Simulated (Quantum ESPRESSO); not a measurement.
**Equation of state of zinc-blende BN (space group 216): energy against volume (Quantum ESPRESSO, PBEsol)**

```
CELL_PARAMETERS angstrom
      0.00000     1.75502     1.75502
      1.75502     0.00000     1.75502
      1.75502     1.75502     0.00000
ATOMIC_POSITIONS crystal
  B  0.00000 0.00000 0.00000
  N  0.75000 0.75000 0.75000
```

Level of theory: PBEsol, GBRV 1.5 ultrasoft (PBESOL) pseudopotentials (plane waves; Quantum ESPRESSO 7.5). Settings: ecutwfc = 52 Ry; ecutrho = 260 Ry; occupations = smearing; smearing = fd; degauss = 0.000734986 Ry; potentials = {B: b_pbesol_v1.4.uspp.F.UPF, N: n_pbesol_v1.2.uspp.F.UPF}; K_POINTS = automatic 16 16 16 0 0 0; conv_thr = 1e-10 Ry. The cell above is the first row's. The rows scale it uniformly. In all rows fractional positions and the k mesh are held. E is the free energy at the stated smearing, counted from the lowest row.

```csv
V (Å^3/atom),E (meV/atom)
5.4056,?
5.5231,26.96
5.6406,11.38
5.7582,2.61
5.8757,0.00
5.9932,3.03
6.1107,11.18
6.2282,24.01
6.3457,41.10
```

Fit E of the 8 rows that show it with the third-order Birch-Murnaghan form, a cubic in V^(-2/3). With u = V^(-2/3) - 0.305, the rows have u = 0.015045, 0.010585, 0.006274, 0.002110, -0.001918, -0.005815, -0.009590, -0.013248. Least squares gives E = 0.905 - 783.67·u + 168607·u² - 94601·u³. Residuals (row less fit): 0.003, -0.009, 0.008, -0.001, 0.001, -0.002, 0.000, 0.001; standard error 0.006 (degrees of freedom: 4). Its minimum lies at u = 0.002329, so V0 = (0.307329)^(-3/2) = 5.869. There d²E/du² = 335900 and d³E/du³ = -567600, so B0 = (4/9) × 5.869^(-7/3) × 335900 × 0.160218 = 385 GPa (the last factor turns the table's units into GPa), and B0' = 4 + (2/3) × 0.307329 × (-567600)/335900 = 3.7. The program's pressures in the fitted runs (not shown) pass through zero at V = 5.86, 0.09 % from this V0.

### Question
Estimate the missing E (V = 5.4056); what did the run itself give?

### Answer
u = 0.019666, so E = 0.905 - 783.67 × 0.019666 + 168607 × 0.019666² - 94601 × 0.019666³ = 49.983 meV/atom. The calculation gives 49.99 meV/atom, 0.007 meV/atom above the prediction (under 0.05 % of the range of E in the table). The row lies outside the fitted rows, so this is an extrapolation. From the scatter of the fitted rows alone, a prediction at this place has a standard error of 0.019 meV/atom, so the miss is 0.4 times that.

Carrying the step between the two nearest rows on in a straight line would have given 42.54, off by 7.45; series whose last step already gives the withheld value aren't shown. The scan was laid around a cell of about the measured size, scaled by a guess for this functional. The runs keep the symmetry of the cell, so they don't test it for distortions. Cutoffs and mesh are single choices, not tested for convergence of this quantity. Series with a scatter that would blur these digits, or in which a gap closes, are not shown. Nor are scans whose minimum lies at an end fitted in this form.
